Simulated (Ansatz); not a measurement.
Consider ZnCu in the CsCl type structure (space group Pm-3m, No. 221; a = 2.9085 Å; relaxed with 0.1 eV smearing). Axes: x, y, z lie along the cube axes.

All numbers come from PBEsol, PAW, 420 eV (Ansatz, a first-principles code; without spin-orbit coupling).

For the base:

The shortest interatomic distance comes out as 2.519 Å.

It is then changed as follows: tensor shear ε_xy = +0.29 % (engineering shear γ = 0.0058); the atoms relax in the strained cell.

### Question
Predict the new stress and shortest interatomic distance.

### Answer
The stress (xx, yy, zz, yz, xz, xy; compression positive) amounts to (0.0, 0.0, 0.0, 0.0, 0.0, -0.6) GPa; the shortest interatomic distance drops by 0.005 Å, from 2.519 Å to 2.514 Å.

Stability against distortions was not tested. The final runs are not spin-polarised.
